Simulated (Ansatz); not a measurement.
C on the 1x1 (111) surface of fcc Al, one in a 2x2 cell, energies for each (28.3 Å²). Energies are against an atom of graphite, without zero-point or thermal terms; each row is named by its start.

The numbers are results of PBE (plane waves to 420 eV, PAW; Ansatz, a quantum-chemistry and plane-wave program), not measurements.

Model: 17-atom slab, 7.0 Å thick at the start under the adsorbate (thin: gaps and levels are the slab's own), 6x6x1 mesh, Fermi-Dirac 0.1 eV, dipole correction, 8 atoms held, the rest relaxed; each run with such symmetry as its start has; spin-polarised, no spin-orbit, no U, no dispersion correction.

A negative adsorption energy means that the adsorbate is more stable on the surface than in its reference. Heights count from the host atoms within 0.3 Å of the top one.

```json
[
 {"starting site": "top Al", "E_ads (eV)": "4.90", "height (Å)": "1.08", "nearest host atom (Å)": "Al 1.89", "bonded to": "Al", "Δ work function (eV)": "1.30", "lateral drift (Å)": "0.0", "moment (μB)": "0.0"},
 {"starting site": "hollow Al-Al-Al over Al at depth 2.3 Å", "E_ads (eV)": "1.31", "height (Å)": "-0.14", "nearest host atom (Å)": "Al 1.87", "bonded to": "4 Al", "Δ work function (eV)": "-0.19", "lateral drift (Å)": "0.0", "moment (μB)": "0.0"},
 {"starting site": "hollow Al-Al-Al over Al at depth 4.6 Å", "E_ads (eV)": "1.55", "height (Å)": "0.88", "nearest host atom (Å)": "Al 1.91", "bonded to": "3 Al", "Δ work function (eV)": "0.98", "lateral drift (Å)": "0.0", "moment (μB)": "0.0"},
 {"starting site": "bridge Al-Al (span 2.9 Å)", "E_ads (eV)": "1.70", "height (Å)": "0.38", "nearest host atom (Å)": "Al 1.90", "bonded to": "4 Al", "Δ work function (eV)": "0.39", "lateral drift (Å)": "0.3", "moment (μB)": "0.0"}
]
```
